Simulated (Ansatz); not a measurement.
Take MoTe2 in the 2H-MoS2 type structure (space group P6_3/mmc, No. 194; a = 3.542 Å, c = 14.182 Å; layered, stacked along the Cartesian z axis) as the base. Axes: x lies along a and z along c of the hexagonal cell.

The values are results of Ansatz (a quantum-chemistry and plane-wave program), r2SCAN+rVV10, PAW, cutoff 500 eV, without spin-orbit coupling, earlier PAW set, not measurements.

Strains are applied to the cell and any free atomic positions relax; under biaxial strain the out-of-plane vector relaxes too.

One change was made to it. Results:

The gap character changes from indirect, Γ → K–Γ (40 % along) to indirect, M → K–Γ (44 % along); the smallest direct gap decreases by 0.19 eV (1.09 eV → 0.90 eV); the band gap decreases by 0.20 eV, from 0.87 eV to 0.67 eV.

**Question.** What was done to the base?
A) uniaxial strain ε_zz = −5.14 %
B) isotropic strain −4.23 %
C) biaxial strain −1.77 %, plane normal [001], relaxed out of plane

**Answer.** B, isotropic strain −4.23 %. For comparison, the band gap in the other runs: biaxial strain −1.77 %, plane normal [001], relaxed out of plane gives 0.87 eV; uniaxial strain ε_zz = −5.14 % gives 0.57 eV.

Spin-orbit coupling, missing from the scalar runs, can matter with Te. Whether these cells are dynamically stable was not tested.
